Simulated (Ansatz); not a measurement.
The parent structure is Be in the hcp (Mg type) structure (space group P6_3/mmc, No. 194).

```yaml
crystal:
  lattice:
    - [2.26371, 0.00000, 0.00000]
    - [-1.13186, 1.96043, 0.00000]
    - [0.00000, 0.00000, 3.56389]
  atoms:
    - { symbol: Be, position: [0.33333, 0.66667, 0.75000] }
    - { symbol: Be, position: [0.66667, 0.33333, 0.25000] }
```

The other end (x = 1) is Li in the hcp (Mg type) structure (space group P6_3/mmc, No. 194; a model cell): 21.00 Å³/atom, gap zero; this end may not be an ambient phase.

Level of theory: DFT with r2SCAN, PAW potentials and a 500 eV plane-wave cutoff in Ansatz (a quantum-chemistry and plane-wave program), without spin-orbit coupling.

Li replaces a fraction x of Be; each row is one arrangement (x, atoms in the cell, starting space group or random), fully relaxed.

One change was made to it. Results:

| quantity | base | after |
|---|---|---|
| mixing energy (to 0.01 eV only: unlike meshes or grids) | – | +0.26 eV/atom |
| volume per atom | 7.91 Å³ | 10.20 Å³ |

Question: Which change produced these results?
A) x(Li) = 0.375, 8 atoms, P3m1
B) x(Li) = 0.375, 8 atoms, Amm2
C) x(Li) = 0.25, 8 atoms, P2_1/m
D) x(Li) = 0.667, 6 atoms, Cmcm

Answer: B, x(Li) = 0.375, 8 atoms, Amm2. For comparison, the mixing energy in the other runs: x(Li) = 0.25, 8 atoms, P2_1/m gives +0.14 eV/atom; x(Li) = 0.375, 8 atoms, P3m1 gives +0.21 eV/atom; x(Li) = 0.667, 6 atoms, Cmcm gives +0.21 eV/atom.

Each cell is one ordered arrangement of few atoms, which overstates ordering effects compared with a random alloy. Whether these cells are dynamically stable was not tested. This is not the structure that Li has at room temperature and ambient pressure.
